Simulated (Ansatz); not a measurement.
Hypothetical rock salt BP, response to strain

Take BP in the rock salt structure (space group Fm-3m, No. 225; a hypothetical phase, not in the database extracts checked; relaxed with 0.1 eV smearing) as the base.

```yaml
crystal:
  lattice:
    - [0.00000, 2.16028, 2.16028]
    - [2.16028, 0.00000, 2.16028]
    - [2.16028, 2.16028, 0.00000]
  atoms:
    - { symbol: P, position: [0.00000, 0.00000, 0.00000] }
    - { symbol: B, position: [0.50000, 0.50000, 0.50000] }
```

Cartesian axes are those of the cell as printed.

Strains are applied to the cell and any free atomic positions relax; under biaxial strain the out-of-plane vector relaxes too.

The values are results of PBE (Ansatz, a quantum-chemistry and plane-wave program; PAW; 420 eV plane waves; without spin-orbit coupling), not measurements.

Candidates:
(a) biaxial strain +4.24 %, plane normal [001], relaxed out of plane
(b) strain tensor (xx, yy, zz, yz, xz, xy) = (+2.10, +0.14, −1.32, −0.21, −0.44, +0.64) %
(c) uniaxial strain ε_yy = +4.09 %
(d) uniaxial strain ε_zz = +5.96 %

Notes on the quantities. energy relative to the base: free energy F.

Q: Order them by energy relative to the base, lowest first.

A: (b) strain tensor (xx, yy, zz, yz, xz, xy) = (+2.10, +0.14, −1.32, −0.21, −0.44, +0.64) % (+2.4 meV/atom), (c) uniaxial strain ε_yy = +4.09 % (+9.6 meV/atom), (d) uniaxial strain ε_zz = +5.96 % (+19 meV/atom), (a) biaxial strain +4.24 %, plane normal [001], relaxed out of plane (+25 meV/atom)

Stability against distortions was not tested. The final runs are not spin-polarised.
